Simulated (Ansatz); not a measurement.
SiCl2 on the (111) surface of germanium (2x2 Ge adatom at T4; a constructed slab, bottom: 4 H on 4 bottom sites), one in a cell of 57 Å², started at the site 'top Ge #2'

Level of theory: PBE (plane waves to 420 eV, PAW; Ansatz, a program for electronic structure).

Set-up: 40 atoms, 13.7 Å thick at the start with caps and adatoms under the adsorbate (thin: gaps and levels are the slab's own); mesh 3x3x1; 0.01 eV smearing; dipole correction on; 20 atoms held, the rest relaxed; held to the start's symmetry, so lower structures may exist; no spin (no spin-polarised run to compare, though such a face may carry moments), no spin-orbit, no U, no dispersion correction. The slab shows no gap over 0.04 eV on its mesh. At the end it is bonded to 2 Ge. In PBE this state lies 0.04 eV over the lowest of the starts that converged ('over Ge at depth 1.5 Å', where the adsorbate broke or entered a bond of the host).

The energy of the end state, in which the adsorbate broke or entered a bond of the host, against SiCl4(g) − Cl2(g) is 2.82 eV and the change of the step from the bottom to the top vacuum level, against the clean slab is 0.90 eV. The energy released by relaxation is 2.45 eV, the height of the binding atom over the mean of the host atoms within 0.3 Å of the top one is 0.066 Å and the largest move of a host atom is 1.41 Å. The caution comes out as the clean host was not checked against rearrangement in a larger or rattled cell. The caution is the host itself rearranges in this cell, so the energy holds part of a reconstruction and the note is in the relaxation the adsorbate left its starting site by 1.1 Å. The cost is very roughly 70 core-minutes.

A negative adsorption energy means that the adsorbate is more stable on the surface than in its reference.
